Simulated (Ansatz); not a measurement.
Ansatz (a quantum-chemistry and plane-wave program) run on Sb (R-3m, 2 atoms in the cell): self-consistent single point.

Level of theory: LDA (PW92), PAW files made with PBE (plane waves; Ansatz).

```
Sb
1.0
    3.89204    -2.11944     0.00000
    3.89204     2.11944     0.00000
    2.73789     0.00000     3.48483
Sb
2
Direct
  0.23350   0.23350   0.23350
  0.76650   0.76650   0.76650
```

Reference input (self-consistent single point, DFT, PBE, plane waves, PAW files): kpoints.mp_grid.grid = 8 8 8; hamiltonian.xc = pbe; hamiltonian.pseudopotentials = {kind: paw} (an earlier, softer set of the program's PAW files); scf.occupations.method = fermi_dirac; scf.occupations.width = 0.1 eV. This run's input differs from it in these lines:

Ansatz 0.2 input:
```diff
@@ -12,3 +12,3 @@
 hamiltonian:
-  xc: pbe
+  xc: lda
   pseudopotentials:
```

Log, with long lists cut:

```
SCF iter   1: F=—  HF=-12671.795846 eV  |F-HF|=—  |Δ(HF+E_count)|=         —  Δρ=1.59e-2  dr2=1.19e-1  ethr=3.10e-3  ⟨swp⟩=6.1  Hψ=6765  notcnv=0
all-band conjugate gradients solve this SCF's bands
preconditioner: auto → none
SCF iter   2: F=—  HF=-12671.769665 eV  |F-HF|=—  |Δ(HF+E_count)|=   2.62e-2  Δρ=7.19e-3  dr2=2.34e-2  ethr=3.96e-4  ⟨swp⟩=1.4  Hψ=1791  notcnv=0
SCF iter   3: F=—  HF=-12671.765551 eV  |F-HF|=—  |Δ(HF+E_count)|=   4.11e-3  Δρ=5.56e-4  dr2=1.32e-4  ethr=7.80e-5  ⟨swp⟩=1.8  Hψ=1428  notcnv=0
SCF iter   4: F=—  HF=-12671.765548 eV  |F-HF|=—  |Δ(HF+E_count)|=   3.15e-6  Δρ=2.01e-4  dr2=1.11e-5  ethr=4.39e-7  ⟨swp⟩=2.1  Hψ=2225  notcnv=0
SCF iter   5: F=—  HF=-12671.765548 eV  |F-HF|=—  |Δ(HF+E_count)|=   3.12e-8  Δρ=5.24e-5  dr2=2.29e-6  ethr=3.69e-8  ⟨swp⟩=2.0  Hψ=2214  notcnv=0
SCF iter   6: F=-12671.765548 eV  HF=-12671.765548 eV  |F-HF|=9.87e-9  |Δ(HF+E_count)|=   7.43e-7  Δρ=7.47e-6  dr2=3.02e-8  ethr=3.33e-10  ⟨swp⟩=5.8  Hψ=7521  notcnv=0
SCF 1 converged in 6 iterations: F = -12671.765548 eV  dr2 = 3.02e-8
Free energy (F): -12671.765548 eV
Internal energy: -12671.754378 eV  (E = F + TS)
E sigma→0 (E₀):  -12671.759963 eV
Entropy (-TS):   -0.011169 eV (-5.585 meV/atom)
Fermi energy:    10.785649 eV
--- Forces (eV/Å), atoms counted from 1 ---
  atom   1  Sb     0.28091397    -0.00000000     0.09303734
  atom   2  Sb    -0.28091397     0.00000000    -0.09303734
--- Stress (GPa, compression-positive) ---
        1.376564       0.000000      -0.250784
        0.000000       2.133774       0.000000
       -0.250784       0.000000       2.050715
  P = ⅓ Tr σ = 1.8537 GPa (18.537 kbar)
  The stress holds the Pulay correction. Without it, at fixed plane waves, as pw.x and ABINIT print it: P = 1.8299 GPa
```

The run converged in 6 iterations. Against the reference run the pressure goes from 6.12 to 1.85 GPa and the largest force goes from 0.462 to 0.296 eV/Å.

The starting cell has typed, rounded lattice constants, without a prior relaxation at this level. Its lattice was rescaled by a random factor within 2.5 % of one. Ansatz's pressure includes its estimate of the finite-basis (Pulay) stress.
